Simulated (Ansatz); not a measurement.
Take Pt in the hcp (Mg type) structure (space group P6_3/mmc, No. 194; a = 2.7290 Å, c = 4.6936 Å; a cell from a computed database, its experimental status unchecked) as the base.

Levels (all Ansatz, an electronic-structure program, PAW): PBEsol (420 eV, without spin-orbit coupling); PBEsol+SOC (420 eV, with spin-orbit coupling).

The geometry is relaxed with PBEsol.

| Quantity | Result |
|---|---|
| PBEsol pressure | 0.0 GPa |

With PBEsol+SOC at the same geometry, the pressure goes from zero to 0.4 GPa.

Single points use the geometry relaxed with PBEsol. The spin-orbit shifts are approximate. No phonon test of stability was made. The runs without spin-orbit coupling are not spin-polarised. Pt has a high density of states at the Fermi level and may be magnetic at this level. This is not the structure that Pt has at room temperature and ambient pressure.
